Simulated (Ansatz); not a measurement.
## Worked example: self-consistent single point of PbBrF (P4/nmm, 6 atoms in the cell) in Ansatz

Method: LDA (PW92), default PAW files made with PBE (plane waves; Ansatz, an electronic-structure program).

This input was run:

Ansatz 0.2 input:
```yaml
# PbBrF
crystal:
  lattice:
    - [4.19761500, 0.00000000, 0.00000000]
    - [0.00000000, 4.19761500, 0.00000000]
    - [0.00000000, 0.00000000, 7.68532700]
  atoms:
    - { symbol: Pb, position: [0.00000000, 0.50000000, 0.80940000] }
    - { symbol: Pb, position: [0.50000000, 0.00000000, 0.19060000] }
    - { symbol: Br, position: [0.50000000, 0.00000000, 0.65273000] }
    - { symbol: Br, position: [0.00000000, 0.50000000, 0.34727000] }
    - { symbol: F, position: [0.50000000, 0.50000000, 0.00000000] }
    - { symbol: F, position: [0.00000000, 0.00000000, 0.00000000] }
basis:
  ecutwfc: 30.9 Ry
kpoints:
  mp_grid:
    grid: [6, 6, 4]
hamiltonian:
  xc: lda
  pseudopotentials:
    kind: paw
scf:
  occupations:
    method: fermi_dirac
    width: 0.0037 Ry
output:
  forces: true
  eigenvalues: true
  stress: true
```

Log, with long lists cut:

```
WARN ansatz: RAYON_NUM_THREADS=1 ignored (pool sized by the plan → 1); use --threads N
Pseudopotentials: kind: paw
Pseudopotential: Pb, paw, valence charge 14
Pseudopotential: Br, paw, valence charge 7
Pseudopotential: F, paw, valence charge 7
Crystal: 6 atoms, lattice volume = 135.415 Å³
Basis set: ecut = 420.4159175005146 eV, 2637 PW (Γ)
Bands: 34, of which v1, the nominal top of the filled ones, is band 28 counted from 1 (27 counted from 0)
Symmetry: 16 space group operations
Space group: P4/nmm (ITA 129), of the structure as read, at distance tolerance 5.1e-5 Å
k-points: 30 of 144
PAW frozen core: Pb, regenerated for the run's functional, and the local potential with it
PAW frozen core: Br, regenerated for the run's functional, and the local potential with it
PAW frozen core: F, regenerated for the run's functional, and the local potential with it
Initial density: superposition of atomic densities (neutral atoms: chi_scale 0, normalization atom), corrected by the library's trained network
Initial wavefunctions: pseudopotential atomic-orbital guess
Eigensolver: davidson
Functional: x = slater, c = lda
SCF iter   1: F=—  HF=-30184.147455 eV  |F-HF|=—  |Δ(HF+E_count)|=         —  Δρ=1.28e-2  dr2=1.72e-1  ethr=1.77e-3  ⟨swp⟩=7.4  Hψ=4554  notcnv=0
all-band conjugate gradients solve this SCF's bands
preconditioner: auto → Resta (q_TF=auto, 2.355 Å⁻¹)
SCF iter   2: F=—  HF=-30184.108276 eV  |F-HF|=—  |Δ(HF+E_count)|=   3.92e-2  Δρ=3.70e-3  dr2=1.91e-2  ethr=3.07e-4  ⟨swp⟩=2.0  Hψ=1769  notcnv=0  defer=53
SCF iter   3: F=—  HF=-30184.103254 eV  |F-HF|=—  |Δ(HF+E_count)|=   5.02e-3  Δρ=1.13e-3  dr2=2.02e-3  ethr=3.42e-5  ⟨swp⟩=2.4  Hψ=1460  notcnv=0  defer=53
SCF iter   4: F=—  HF=-30184.102684 eV  |F-HF|=—  |Δ(HF+E_count)|=   5.70e-4  Δρ=1.71e-4  dr2=2.90e-5  ethr=3.61e-6  ⟨swp⟩=2.0  Hψ=1358  notcnv=0  defer=53
SCF iter   5: F=—  HF=-30184.102680 eV  |F-HF|=—  |Δ(HF+E_count)|=   3.94e-6  Δρ=3.77e-5  dr2=1.99e-6  ethr=5.18e-8  ⟨swp⟩=3.2  Hψ=1810  notcnv=0  defer=53
SCF iter   6: F=-30184.102680 eV  HF=-30184.102680 eV  |F-HF|=1.42e-8  |Δ(HF+E_count)|=   7.53e-8  Δρ=7.20e-6  dr2=6.16e-8  ethr=1.79e-10  ⟨swp⟩=9.8  Hψ=6298  notcnv=0
SCF 1 converged in 6 iterations: F = -30184.102680 eV  dr2 = 6.16e-8
SCF converged after 6 iterations
Free energy (F): -30184.102680 eV
Harris-Foulkes:  -30184.102680 eV  (|F-HF|=1.42e-8)
Internal energy: -30184.102680 eV  (E = F + TS)
E sigma→0 (E₀):  -30184.102680 eV
Fermi energy:    6.618409 eV
--- Per-component energies (eV) ---
  E_band       = -228.499882
  E_kinetic    = 1247.136437
  E_local      = -4509.433997  (includes V_loc(G=0)·N_el)
  E_nonlocal   = 1003.195443
  E_hartree    = 1763.653794
  E_xc         = -1116.958652
  E_vxc        = -678.599617  (∫ρ·V_xc dr)
  E_paw        = -24893.660196  (= ΣΔE_a)
  E_vpaw       = -818.109405  (= ΣTr[D̂ρ^β])
  E_aug_tail   = 0.004085  (compensation charges beyond the density's cutoff)
  E_ewald      = -3678.523694
  E_core_change = 0.484099  (= ΣΔE_core)
  E_smearing   = -0.000000  (= −TS)
  E_closure    = -0.000000  (closes the sum)
  Σ components = -30184.102680   (vs F -30184.102680, Δ=0.00e0)
--- Forces (eV/Å), atoms counted from 1 ---
  atom   1  Pb     0.00000000     0.00000000     0.20971127
  atom   2  Pb     0.00000000     0.00000000    -0.20971127
  atom   3  Br     0.00000000     0.00000000     0.04708007
  atom   4  Br     0.00000000     0.00000000    -0.04708007
  atom   5  F      0.00000000     0.00000000    -0.00000000
  atom   6  F      0.00000000     0.00000000    -0.00000000
  max |Σ_I F_I| component: 1.39e-17 eV/Å
--- Stress (GPa, compression-positive) ---
       -4.437496       0.000000       0.000000
        0.000000      -4.437496       0.000000
        0.000000       0.000000      -3.794206
  P = ⅓ Tr σ = -4.2231 GPa (-42.231 kbar)
  The stress holds the Pulay correction. Without it, at fixed plane waves, as pw.x and ABINIT print it: P = -4.4901 GPa
--- Band table (eV; the first three rows and the last of 30) ---
  k-point 0: bands = ["-16.3076", "-15.9182", "-10.1185", "-10.1032", "-10.1032", "-10.1006", "-10.0810", "-10.0541", "-10.0541", "-10.0406", "-10.0268", "-9.9659", "-8.1795", "-7.7430", "-1.7842", "-0.5766", "1.0582", "1.0582", "2.1989", "2.4700", [...]
  k-point 1: bands = ["-16.3075", "-15.9182", "-10.1139", "-10.1026", "-10.1026", "-10.1007", "-10.0846", "-10.0547", "-10.0547", "-10.0406", "-10.0268", "-9.9658", "-8.1895", "-7.7358", "-1.6960", "-0.7182", "1.0674", "1.0674", "2.1994", "2.4689", [...]
  k-point 2: bands = ["-16.3075", "-15.9182", "-10.1076", "-10.1020", "-10.1020", "-10.1008", "-10.0898", "-10.0553", "-10.0553", "-10.0405", "-10.0269", "-9.9657", "-8.1991", "-7.7290", "-1.5775", "-0.8871", "1.0769", "1.0769", "2.1992", "2.4676", [...]
  k-point 29: bands = ["-16.0954", "-16.0954", "-10.1286", "-10.1286", "-10.0623", "-10.0623", "-10.0582", "-10.0582", "-10.0204", "-10.0204", "-9.9829", "-9.9829", "-7.5921", "-7.5921", "-1.8565", "-1.8565", "1.0231", "1.0231", "2.3768", "2.3768", [...]
```

The run converged in 6 iterations.

The starting cell comes from a database of computed structures (which also holds hypothetical and non-ambient phases and stackings), without a prior relaxation at this level. Its lattice was rescaled by up to half a per cent. Spin-orbit coupling is off. With a pressure of about -4 GPa the cell is away from its equilibrium volume at this level. Ansatz's pressure includes its estimate of the finite-basis (Pulay) stress.
